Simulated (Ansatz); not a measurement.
Consider InAs in the zinc blende structure (space group F-43m, No. 216).

```
InAs
1.0
    0.00000     3.04364     3.04364
    3.04364     0.00000     3.04364
    3.04364     3.04364     0.00000
In As
1 1
Direct
  0.00000   0.00000   0.00000
  0.25000   0.25000   0.25000
```

Level of theory: PBEsol (Ansatz, an electronic-structure program), no SOC.

Before the change:

* **Pressure**: 0.0 GPa

Perturbation: every lattice vector is stretched by 2.00 %; the atoms relax in the strained cell.

Q: How does this affect the energy relative to the base?

A: The energy goes up by 16 meV/atom.

Q: What happens to the pressure?

A: The pressure goes from zero to -2.9 GPa.

Stability against distortions was not tested. The final runs are not spin-polarised.
